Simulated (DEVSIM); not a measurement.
Device: illuminated GaAs p-on-n cell, one wavelength, at 300 K.

Layer 1 from the left is GaAs, thickness (μm) 0.280, Na (cm⁻³) 9.9e17, τn (s) 5.9e-10, τp (s) 1.4e-10, absorption coefficient (cm⁻¹) 25000. Layer 2 from the left is GaAs, thickness (μm) 1.10, Nd (cm⁻³) 8.2e16, τn (s) 1.1e-9, τp (s) 1.1e-9, absorption coefficient (cm⁻¹) 25000.

Left contact: ohmic, minority electron recombination velocity 20 cm/s. Right contact: ohmic, minority hole recombination velocity 30 cm/s. Voltage is applied to the left contact. Recombination: SRH at mid-gap, radiative, Auger. Light enters at the left, 6.3e15 photons cm⁻² s⁻¹, one pass, no reflection. Mobility is constant in doping.

This is a model device: material constants are rounded textbook-type values typed into the input, and sizes, dopings and lifetimes were drawn at random. Values at 300 K.

GaAs: gap (eV) 1.424, affinity (eV) 4.07, permittivity 12.9, Nc (cm⁻³) 4.7e17, Nv (cm⁻³) 9e18, μn (cm²/Vs) 8500, μp (cm²/Vs) 400, B (cm³/s) 2e-10, Cn (cm⁶/s) 1e-30, Cp (cm⁶/s) 1e-30.

Model (solved in DEVSIM): 1D drift-diffusion, Boltzmann statistics, complete ionisation; no tunnelling, impact ionisation, image-force lowering or self-heating.

What does the simulation give for the potential step across the device at zero bias, the open-circuit voltage, the largest field in the device at zero bias?

potential step across the device at zero bias 1.322 V; open-circuit voltage 0.793 V; largest field in the device at zero bias 160000 V/cm.
